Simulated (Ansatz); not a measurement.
Start from CsSnI₃ in the cubic perovskite structure (space group Pm-3m, No. 221; a = 6.271 Å).

Method: PBE (Ansatz, a program for electronic structure; PAW; 420 eV plane waves; without spin-orbit coupling).

Base values:

```
Item                             Value
-----------------------------  -------
Width of the top valence band  2.03 eV
```

Now apply this change: the cell is scaled by 0.9760 in all directions; the atoms relax in the strained cell.

Question: Estimate the effect on the energy relative to the base.

Answer: The energy rises by 16 meV/atom.

Question: What does the calculation give for the width of the top valence band after the change?

Answer: The width of the top valence band rises by 0.46 eV (2.03 eV → 2.49 eV).

Spin-orbit coupling, missing from the scalar runs, can matter with I. The levels and masses belong to the bands next to the band gap. Stability against distortions was not tested. Many cubic perovskites are stable only at high temperature; tilts and polar distortions were not tested.
